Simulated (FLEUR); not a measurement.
## A short convergence ladder for Se (C2, 3 atoms in the cell)

```
Se
1.0
    2.19156    -3.79589     0.00000
    2.19156     3.79589     0.00000
    0.00000     0.00000     4.96485
Se
3
Cartesian
  0.49310   0.85407   3.30990
  3.44691   0.00000   0.00000
  0.49310  -0.85407   1.65495
```

Base method: FLEUR with LDA (Vosko-Wilk-Nusair), all-electron FLAPW (FLEUR), scalar-relativistic valence.

Base settings: Kmax = 3.9 1/bohr; GmaxXC = 11.7 1/bohr; xcFunctional = vwn; jspins = 1; l_soc = F; mode = hist; fermiSmearingEnergy = 0.00036749 Htr; mesh (inpgen div1-3) = 3 3 2; inpgen gamma flag = true; Gmax = 11.7 1/bohr.

Core times come from one kind of shared machine, to one figure; runs under 30 s give none.

**The density cutoff**

Moved along: GmaxXC.

The mesh stays at the base's, so the ladder's end is converged at best in this setting alone.

Only quantities that move along the ladder and can be compared are tabulated; the gap is left out on so coarse a mesh.

```tsv
Gmax	free energy less the last step's (meV/atom)	core time / last (rough)
7.8 1/bohr	-2.72	1.0
8.7 1/bohr	0.00	0.7
9.6 1/bohr	0.52	0.9
11 1/bohr	-0.13	0.8
11.7 1/bohr	0.02	1
12.3 1/bohr	0.05	1
13.5 1/bohr	-0.02	0.6
15.6 1/bohr	0.00	1
```

Coarsest Gmax that holds the free energy within 1 meV/atom of the last step, with all finer ones: 8.7 1/bohr; the step before is off by 2.7 meV/atom.

On the base run: the starting cell has typed, rounded lattice constants, without a prior relaxation at this level. Its lattice was rescaled by up to half a per cent. One atom was moved a little off its site on purpose. Values depend on the basis (sphere radii, cutoffs, local orbitals), which need not be converged.
